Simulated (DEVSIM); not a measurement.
System: TaN/SiO2/p-Si capacitor, at 300 K.

```csv
layer (left to right),material,thickness (nm),Na (cm⁻³)
1,SiO2,6.70,-
2,Si,920,3.9e17
```

Metal gate on the left, work function 4.4 eV. Fixed charge at the semiconductor interface 8.7e11 cm⁻² (in units of +e); no interface traps.

Constants are typed, rounded textbook-type inputs, not results; the design itself was drawn at random and stands for no fabricated device. Values at 300 K; Nc and Nv go as T^1.5, mobilities as T to minus their exponent, the gap by Varshni's rule with the affinity fixed.

| parameter | SiO2 | Si |
|---|---|---|
| gap (eV) | 9 | 1.124 |
| affinity (eV) | 0.9 | 4.05 |
| permittivity | 3.9 | 11.7 |
| Nc (cm⁻³) | - | 2.86e19 |
| Nv (cm⁻³) | - | 3.1e19 |
| Varshni α (eV/K) | - | 0.000473 |
| Varshni β (K) | - | 636 |

DEVSIM, 1D Poisson equation in equilibrium, Boltzmann statistics, complete ionisation; no quantum confinement or tunnelling. Metal contacts follow the ideal Schottky-Mott rule: no Fermi-level pinning, no interface dipoles.

The temperature was swept, all else fixed.

```
temperature (K)  threshold voltage (band bending 2φF) (V)  minimum of the low-frequency capacitance (μF/cm²)  flat-band voltage (V)
---------------  ----------------------------------------  -------------------------------------------------  ---------------------
250                                                  0.68                                              0.144                  -0.97
300                                                     ?                                                  ?                  -0.93
350                                                  0.58                                              0.155                  -0.89
400                                                  0.53                                              0.163                  -0.85
450                                                  0.47                                              0.172                  -0.81
500                                                  0.41                                              0.182                  -0.76
```

**Question.** Some entries are withheld; supply them.

**Answer.** 
- 300, threshold voltage (band bending 2φF) (V): 0.63
- 300, minimum of the low-frequency capacitance (μF/cm²): 0.149
